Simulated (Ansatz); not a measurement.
We consider ReC (model structure, started from the rocksalt type, Fm-3m, No. 225, 2 atoms in the cell), described by PBE in Ansatz (PAW).

The input as run:

Ansatz 0.2 input:
```yaml
crystal:
  lattice:
    - [0.0, 2.1878155213, 2.1878155213]
    - [2.1878155213, 0.0, 2.1878155213]
    - [2.1878155213, 2.1878155213, 0.0]
  atoms:
    - { symbol: C, position: [0.0, 0.0, 0.0] }
    - { symbol: Re, position: [0.5, 0.5, 0.5] }
basis:
  ecutwfc: 520
  ecutrho_ratio: 4
  xc_grid: 2
kpoints:
  mp_grid: { grid: [22, 22, 22] }
hamiltonian:
  xc: pbe
  dispersion: none
  pseudopotentials: { kind: paw }
scf:
  occupations: { method: fermi_dirac, width: 0.05 }
output:
  forces: true
  stress: true
  eigenvalues: true
relax:
  f_tol: 0.004
  escape_saddle: false
  max_steps: 80
```

Excerpt of the program's output:

```
WARN output.stress: scf.convergence.dr2_threshold = 1e-7 eV (the SCF's general default) is looser than the 2e-10 eV advised for a printed stress (1e-10 eV for …
Relaxation: its limit of steps is 80 (relax.max_steps)
Crystal: 2 atoms, lattice volume = 20.944 Å³
Basis set: ecut = 520 eV, 537 PW (Γ), exchange–correlation on 48×48×48 points (8 copies of the dense FFT grid, shifted against one another)
Bands: 14, of which v1, the nominal top of the filled ones, is band 10 counted from 1 (9 counted from 0)
Symmetry: 48 space group operations
Space group: Fm-3m (ITA 225), of the structure as read, at distance tolerance 2.8e-5 Å
k-points: 328 of 10648
Functional: x = pbe(κ = 0.804, μ = 0.2195149727645171), c = pbe(β = 0.06672455060314922)
SCF iter   1: F=—  HF=-11117.190797 eV  |F-HF|=—  |Δ(HF+E_count)|=         —  Δρ=8.67e-3  dr2=1.73e-2
SCF iter   2: F=—  HF=-11117.190153 eV  |F-HF|=—  |Δ(HF+E_count)|=   6.45e-4  Δρ=6.03e-3  dr2=9.17e-3
  ...
SCF iter   5: F=-11117.188775 eV  HF=-11117.188775 eV  |F-HF|=2.00e-8  |Δ(HF+E_count)|=   1.34e-6  Δρ=1.90e-5  dr2=2.96e-8
SCF iter   6: F=-11117.188775 eV  HF=-11117.188775 eV  |F-HF|=9.09e-11  |Δ(HF+E_count)|=   2.93e-8  Δρ=2.01e-6  dr2=3.30e-10
SCF 1 converged in 6 iterations: F = -11117.188775 eV  dr2 = 3.30e-10
SCF converged after 6 iterations
Free energy (F): -11117.188775 eV
Internal energy: -11117.171888 eV  (E = F + TS)
E sigma→0 (E₀):  -11117.180332 eV
Fermi energy:    21.731469 eV
--- Stress (GPa, compression-positive) ---
       -7.008588       0.000000      -0.000000
        0.000000      -7.008588      -0.000000
        0.000000       0.000000      -7.008588
  P = ⅓ Tr σ = -7.0086 GPa (-70.086 kbar)
```

The cell is one volume of an energy–volume scan, off the minimum.

Note: the run has no spin polarisation, so it can have missed a magnetic state. Note: the relaxation could raise the start's symmetry but not lower it, so the cell can be a saddle point.

A model structure was made by putting elements into a prototype or built by hand; it is no filed structure, need not be a known phase, and can be a saddle point held by its symmetry.

Ansatz is an electronic-structure program.
